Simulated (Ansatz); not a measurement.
System: BaAl₂O₄ (C2, No. 5, 14 atoms in the cell; start mp-1228007; a measured phase of this formula has another space group). Method: r²SCAN (Ansatz, a quantum-chemistry and plane-wave program, plane waves, PAW).

Settings: plane-wave cutoff 560 eV, 8×8×4 k mesh (along the axes of the cell as run), Fermi–Dirac smearing 0.01 eV, scalar-relativistic PAW data made under PBE.

Cell (relaxed with PBEsol):

```yaml
crystal:
  lattice:
    - [4.49306, -2.59542, -0.00256]
    - [4.49306, 2.59542, -0.00256]
    - [-0.10516, 0.00000, 8.86816]
  atoms:
    - { symbol: Ba, position: [0.00258, 0.99641, 0.25024] }
    - { symbol: Ba, position: [0.00359, 0.99742, 0.74976] }
    - { symbol: Al, position: [0.67665, 0.65721, 0.44636] }
    - { symbol: Al, position: [0.34279, 0.32335, 0.55364] }
    - { symbol: Al, position: [0.33891, 0.32870, 0.94638] }
    - { symbol: Al, position: [0.67130, 0.66109, 0.05362] }
    - { symbol: O, position: [0.69972, 0.63285, 0.24990] }
    - { symbol: O, position: [0.36715, 0.30028, 0.75010] }
    - { symbol: O, position: [0.00469, 0.64578, 0.50940] }
    - { symbol: O, position: [0.35422, 0.99531, 0.49060] }
    - { symbol: O, position: [0.65716, 0.34284, 0.50000] }
    - { symbol: O, position: [0.99741, 0.35142, 0.98716] }
    - { symbol: O, position: [0.64858, 0.00259, 0.01284] }
    - { symbol: O, position: [0.34808, 0.65192, 0.00000] }
```

### Question
Give the computed band gap and smallest direct gap on the k points sampled.

### Answer

- band gap = 4.57 eV
- smallest direct gap on the k points sampled = 4.76 eV

Note: cell and atoms aren't relaxed at this level (largest force component 0.26 eV/Å).

Spin–orbit coupling is not included.

Computed values are for the static lattice.

Computing time: very roughly 2.6 core-minutes.

A start named mp-… is a Materials Project structure, which need not be a measured phase.
